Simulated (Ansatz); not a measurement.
The starting structures come from a database of crystals and need not be the phases stable at ambient conditions.

 Where the default PAW files enter, the runs use the earlier of Ansatz's two default sets.

By LDA, the system below comes out a metal.

A figure of merit of an interconnect metal is its ballistic conductance per area.

Here is the system:

```
CELL_PARAMETERS angstrom
      2.91475     0.00000     0.00000
      0.00000     5.20850     0.00000
      0.00000    -2.60425     4.51069
ATOMIC_POSITIONS crystal
  Ta 0.00000 0.00000 0.00000
  Ta 0.50000 0.66667 0.33333
  Ta 0.50000 0.33333 0.66667
  N  0.00000 0.00000 0.39239
  N  0.00000 0.60761 0.60761
  N  0.00000 0.39239 0.00000
```

Space group of this cell: P-62m. The cell is taken as given; by LDA its mean pressure is -11.8 GPa.

The current flows along the normal of the first two printed cell vectors, the (100) plane of the conventional cell. No spin-orbit coupling; the value is a mean over 0.1 eV about the Fermi level.

Q: Predict the ballistic conductance per area from LDA in Ansatz (a first-principles code).

A: 0.20 × 10¹⁵ S/m² for both spins.
